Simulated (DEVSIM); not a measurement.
## illuminated Si n-on-p cell, one wavelength

Device: illuminated Si n-on-p cell, one wavelength, at 300 K.

```
layer (left to right)  material  thickness (μm)  Nd (cm⁻³)  Na (cm⁻³)   τn (s)   τp (s)  absorption coefficient (cm⁻¹)
---------------------  --------  --------------  ---------  ---------  -------  -------  -----------------------------
1                            Si           0.200     3.1e18          -   7.6e-5   3.2e-6                          44000
2                            Si            29.0          -     2.2e15  0.00011  0.00011                          44000
```

Left contact: ohmic, minority hole recombination velocity 7e6 cm/s. Right contact: ohmic, minority electron recombination velocity 10000 cm/s. Voltage is applied to the left contact. Recombination: SRH at mid-gap, radiative, Auger. Light enters at the left, 2.3e16 photons cm⁻² s⁻¹, one pass, no reflection. Mobility is constant in doping.

Constants are typed, rounded textbook-type inputs, not results; the design itself was drawn at random and stands for no fabricated device. Values at 300 K.

```tsv
parameter	Si
gap (eV)	1.124
affinity (eV)	4.05
permittivity	11.7
Nc (cm⁻³)	2.86e19
Nv (cm⁻³)	3.1e19
μn (cm²/Vs)	1417
μp (cm²/Vs)	470
B (cm³/s)	4.7e-15
Cn (cm⁶/s)	2.8e-31
Cp (cm⁶/s)	9.9e-32
```

Simulated with DEVSIM: 1D drift-diffusion, Boltzmann statistics, complete ionisation; no tunnelling, impact ionisation, image-force lowering or self-heating.

| Item | Result |
|---|---|
| Potential step across the device at zero bias | 0.820 V |
| Largest field in the device at zero bias | 98000 V/cm |
| Dark forward voltage at 1 A/cm² | 0.617 V |
| Dark forward voltage at 100 A/cm² | 0.787 V |
| Short-circuit current | 2.55 mA/cm² |
| Open-circuit voltage | 0.458 V |
| Fill factor | 0.79 |
| Largest power | 0.922 mW/cm² |
| Share of generated pairs collected at short circuit | 0.692 |

Dark forward current:

(V (V), J (A/cm²)): (-0.05, -3.9e-10); (-0.10, -2.7e-9); (-0.15, -1.8e-8); (-0.20, -1.2e-7); (-0.25, -8.2e-7); (-0.35, -3.9e-5); (-0.40, -0.00027); (-0.45, -0.0019); (-0.50, -0.013); (-0.55, -0.087); (-0.60, -0.56); (-0.65, -3.1); (-0.70, -14); (-0.75, -47); (-0.80, -130); (-0.90, -530); (-0.95, -900); (-1.00, -1400); (-1.05, -2000); (-1.10, -2700)

Current under light (generator sign):

```csv
V (V),J (mA/cm²)
0.00,2.55
0.06,2.55
0.12,2.55
0.18,2.55
0.24,2.55
0.30,2.54
0.32,2.54
0.34,2.52
0.36,2.49
0.38,2.43
0.40,2.28
0.42,1.97
0.44,1.29
0.46,-0.177
```
